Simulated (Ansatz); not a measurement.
Consider ZrO2 (space group P4_2/nmc, No. 137; a = 3.584 Å, c = 5.177 Å). Axes: x, y, z lie along a, b, c of the conventional cell.

Now apply this change: compressive biaxial strain of 1.49 % in the plane normal to [001], as in epitaxy on a mismatched substrate; the out-of-plane cell vector and the atoms relax.

Levels (all Ansatz, a quantum-chemistry and plane-wave program, PAW): PBEsol (420 eV, no SOC); r2SCAN (500 eV, no spin-orbit coupling); HSE06 (420 eV, no spin-orbit coupling).

At the geometry relaxed with PBEsol, these levels gave the following band gaps, in shuffled order: (a) 5.83 eV, (b) 4.72 eV, (c) 4.10 eV.

### Question
Match each gap to its level.

### Answer
(a) HSE06; (b) r2SCAN; (c) PBEsol.

Single points use the geometry relaxed with PBEsol. HSE06 was sampled on its mesh, a few special points and the semilocal edge points, so its gap is an upper bound. Whether these cells are dynamically stable was not tested. This is not the structure that ZrO2 has at room temperature and ambient pressure.
